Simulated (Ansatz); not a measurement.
Consider AlN in the zinc blende structure (space group F-43m, No. 216; a = 4.342 Å). Axes: x, y, z lie along the cube axes.

The values are results of plane-wave PAW DFT at the LDA level (Ansatz, a quantum-chemistry and plane-wave program, 420 eV), spin-orbit coupling left out, not measurements.

For the base:

```
Quantity   Result
--------  -------
Band gap  3.25 eV
```

One thing is altered: tensile biaxial strain of 2.50 % in the plane normal to [001], as in epitaxy on a mismatched substrate; the out-of-plane cell vector and the atoms relax.

Task: What happens to the energy relative to the base, valence-band top at Γ, band gap and hole mass?

Result: The energy increases by 10 meV/atom; the valence-band top at Γ (three highest levels, from the VBM) amounts to 0.00, -0.20, -0.20 eV; the band gap drops by 0.29 eV, from 3.25 eV to 2.96 eV; the hole mass is 0.32 mₑ out of plane, 1.4 mₑ in plane (at Γ).

Masses are band curvatures over ±0.01 Å⁻¹ around the edge. No phonon test of stability was made. This is not the structure that AlN has at room temperature and ambient pressure.
